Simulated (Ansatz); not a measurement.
Take HgSe in the zinc blende structure (space group F-43m, No. 216) as the base.

```
CELL_PARAMETERS angstrom
      0.00000     3.06639     3.06639
      3.06639     0.00000     3.06639
      3.06639     3.06639     0.00000
ATOMIC_POSITIONS crystal
  Hg 0.00000 0.00000 0.00000
  Se 0.25000 0.25000 0.25000
```

Level of theory: PBEsol, PAW, 420 eV (Ansatz, an electronic-structure program; no spin-orbit coupling).

Strains are applied to the cell and any free atomic positions relax.

One change was made to it. Results:

```json
[
 {"quantity": "energy relative to the base (free energy F)", "base": "0 meV/atom", "after": "+15 meV/atom"},
 {"quantity": "pressure", "base": "0.0 GPa", "after": "-2.6 GPa"},
 {"quantity": "band gap", "base": "zero", "after": "zero"}
]
```

Which change produced these results?
(A) isotropic strain −1.00 %
(B) isotropic strain +2.50 %
(C) isotropic strain +2.00 %
(D) isotropic strain −0.50 %
(E) isotropic strain +3.00 %

C, isotropic strain +2.00 %. For comparison, the energy relative to the base in the other runs: isotropic strain −1.00 % gives +4.4 meV/atom; isotropic strain −0.50 % gives +1.1 meV/atom; isotropic strain +2.50 % gives +24 meV/atom; isotropic strain +3.00 % gives +33 meV/atom.

A case with no gap was solved on a k-mesh chosen for an insulator, which is coarse for it. Spin-orbit coupling, missing from the scalar runs, can matter with Hg. Stability against distortions was not tested. The final runs are not spin-polarised. The zero or small gap of HgSe can change with the level of theory.
